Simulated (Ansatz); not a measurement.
Relaxation of the outer planes of the (111) surface of bcc W in its 1x1 cell, outermost plane spacing 0.92 Å in the ideal cut.

Method: PBE (plane waves to 420 eV, PAW; Ansatz, a first-principles code).

Slab: 12 atoms, 10.1 Å thick at the start (thin: gaps and levels are the slab's own); k 10x10x1, smearing 0.1 eV, dipole-corrected; all atoms relaxed; symmetry of the start imposed; no spin, no spin-orbit, no U.

```csv
plane,atoms,bulk spacing to the next (Å),relaxed spacing (Å),change (%),rumpling (Å)
1,W,0.919,(withheld),(withheld),0.00
2,W,0.919,0.702,-23.7,0.00
```

Task: Complete the blanks.

Result: 
- 1, relaxed spacing (Å): 0.730
- 1, change (%): -20.6
